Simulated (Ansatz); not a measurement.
Inside the gap of an insulator the Bloch states are evanescent, with a wavenumber k + iκ along the transport direction.

Here is the system:

```xyz
2
Lattice="3.9320 0.0000 0.0000 0.0000 3.9320 0.0000 1.9660 1.9660 2.7803" Properties=species:S:1:pos:R:3 pbc="T T T"
Ga     0.0000     0.0000     0.0000
P      3.9320     1.9660     1.3902
```

The cell is strained (all lengths scaled by 1.02); by r2SCAN it stands under a pressure of -4.6 GPa.

Transport runs along the normal of the first two printed cell vectors, the (001) plane of the conventional cell.

The gap is the functional's own. No spin-orbit coupling. Mid-gap values are those at the computed energy nearest the middle.

**Question.** Estimate the band gap and the smallest decay constant κ at mid-gap that Ansatz (an electronic-structure program) with r2SCAN returns for this system.

**Answer.** Gap 1.84 eV on a 12×12×12 mesh; κ = 0.112 1/Å, at the zone centre.
